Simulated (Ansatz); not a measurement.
Short convergence ladders for a (110) slab of SnO (cut from a parent of space group no. 31; 12 atoms in the cell)

```xyz
12
Lattice="4.2431 0.0000 0.0000 0.0000 6.6247 0.0000 0.0000 0.0000 21.8872" Properties=species:S:1:pos:R:3 pbc="T T T"
Sn     2.0658     5.6756     8.0937
Sn     4.1873     2.1857     7.9887
O      1.1165     0.7231     9.0824
O      3.2381     0.5135     7.0000
Sn     2.0658     3.9595    10.9961
Sn     4.1873     0.4695    10.8911
O      1.1165     5.6317    11.9848
O      3.2381     5.4221     9.9024
Sn     2.0658     2.2434    13.8985
Sn     4.1873     5.3782    13.7935
O      1.1165     3.9155    14.8872
O      3.2381     3.7060    12.8047
```

Base method: PBEsol, default PAW files made with PBE (plane waves; Ansatz, a program for electronic structure).

Base settings: basis.ecutwfc = 30.9 Ry; kpoints.mp_grid.grid = 3 2 1; hamiltonian.xc = pbesol; hamiltonian.pseudopotentials = {kind: paw} (the program's default PAW files); scf.occupations.method = fermi_dirac; scf.occupations.width = 0.0037 Ry.

The count of work is k-points × plane waves × bands × iterations; it is no time. Core times come from one kind of shared machine, to one figure; runs under 30 s give none.

**The vacuum**

The mesh stays at the base's, so the ladder's end is converged at best in this setting alone.

Only quantities that move along the ladder and can be compared are tabulated; the gap is left out on so coarse a mesh.

```tsv
vacuum between outermost atoms (Å)	free energy less the last step's (meV/atom)	largest difference of a force vector from the last step's (eV/Å)	count of work / last
3.0	-10.52	0.169	0.29
4.0	-3.47	0.056	0.31
5.0	-1.26	0.021	0.30
6.0	-0.45	0.008	0.33
7.0	-0.12	0.003	0.39
8.0	-0.05	0.001	0.42
10.0	0.03	0.000	0.47
12.0	0.04	0.000	0.52
14.0	0.01	0.000	0.58
17.0	-0.02	0.001	0.66
20.0	0.01	0.000	0.74
25.0	0.07	0.000	0.87
30.0	0.00	0.000	1.0
```

Smallest vacuum between outermost atoms (Å) that holds the free energy within 5 meV/atom of the last step, with all finer ones: 4.0, at 0.31 of the last step's count of work; the step before is off by 11 meV/atom.

Smallest vacuum between outermost atoms (Å) that holds the forces within 0.01 eV/Å of the last step, with all finer ones: 6.0, at 0.33 of the last step's count of work; the step before is off by 0.021 eV/Å.

**The k-point mesh**

Only quantities that move along the ladder and can be compared are tabulated.

```tsv
kpoints.mp_grid.grid	free energy less the last step's (meV/atom)	largest difference of a force vector from the last step's (eV/Å)	count of work / last	core time / last (rough)
2 1 1	19.07	0.143	0.042	–
2 2 1	-9.93	0.080	0.083	–
3 2 1	0.54	0.017	0.083	–
4 3 1	0.06	0.004	0.12	–
5 3 1	-0.07	0.004	0.12	–
6 4 1	-0.04	0.001	0.25	0.2
7 5 1	-0.01	0.000	0.25	0.2
8 5 1	-0.01	0.000	0.31	0.3
9 6 1	0.01	0.000	0.42	0.4
11 7 1	0.01	0.000	0.50	0.6
13 8 1	0.00	0.000	0.73	0.6
15 10 1	0.00	0.000	1.0	1
```

Coarsest kpoints.mp_grid.grid that holds the free energy within 1 meV/atom of the last step, with all finer ones: 3 2 1, at 0.083 of the last step's count of work; the step before is off by 9.9 meV/atom.

Coarsest kpoints.mp_grid.grid that holds the forces within 0.01 eV/Å of the last step, with all finer ones: 4 3 1, at 0.12 of the last step's count of work; the step before is off by 0.017 eV/Å.

**The plane-wave cutoff**

The mesh stays at the base's, so the ladder's end is converged at best in this setting alone.

Only quantities that move along the ladder and can be compared are tabulated; the gap is left out on so coarse a mesh.

| basis.ecutwfc | free energy less the last step's (meV/atom) | largest difference of a force vector from the last step's (eV/Å) | count of work / last |
|---|---|---|---|
| 15.4 Ry | 4081.21 | 0.400 | 0.12 |
| 18.4 Ry | 1159.55 | 0.130 | 0.16 |
| 21.7 Ry | 291.89 | 0.056 | 0.21 |
| 26.1 Ry | 45.13 | 0.010 | 0.28 |
| 30.9 Ry | 4.80 | 0.003 | 0.35 |
| 37.1 Ry | 0.57 | 0.001 | 0.47 |
| 46.3 Ry | 0.24 | 0.000 | 0.65 |
| 61.7 Ry | 0.00 | 0.000 | 1.0 |

Coarsest basis.ecutwfc that holds the forces within 0.02 eV/Å of the last step, with all finer ones: 26.1 Ry, at 0.28 of the last step's count of work; the step before is off by 0.056 eV/Å.

Coarsest basis.ecutwfc that holds the free energy within 2 meV/atom of the last step, with all finer ones: 37.1 Ry; the step before is off by 4.8 meV/atom.

On the base run: the starting cell comes from a database of computed structures (which also holds hypothetical and non-ambient phases and stackings), without a prior relaxation at this level. The slab is cut from that crystal, and its faces are unrelaxed. Its lattice was rescaled by up to half a per cent. Spin polarisation is off, though cut faces can carry moments; a gap of a slab can lie between surface states. In the base run, forces exceed 1 eV/Å.

Keys are those of Ansatz 0.2.
